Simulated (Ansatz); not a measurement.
Base system: BeTe in the zinc blende structure (space group F-43m, No. 216; a = 5.6568 Å). Axes: x, y, z lie along the cube axes.

Method: plane-wave PAW DFT at the r2SCAN level (Ansatz, a first-principles code, 500 eV), no SOC.

Before the change:

Electron mass: 2.1 mₑ along k, 0.25 mₑ across (at X)

One thing is altered: uniaxial strain ε_zz = −1.00 %, all other strain components held at zero; the atoms relax in the strained cell.

Task: How does this affect the electron mass?

Result: The electron mass becomes 2.0 mₑ along k, 0.25 mₑ across (at X) (base: 2.1 mₑ along k, 0.25 mₑ across (at X)).

Task: What happens to the stress?

Result: The stress (xx, yy, zz, yz, xz, xy; compression positive) comes out as (0.41, 0.41, 1.03, 0.00, 0.00, 0.00) GPa.

With Te present, leaving out spin-orbit coupling can change the band edges. The levels and masses belong to the bands next to the band gap. Effective masses come from finite differences of ±0.01 Å⁻¹. Along k means along the line from Γ to the band edge. No phonon test of stability was made.
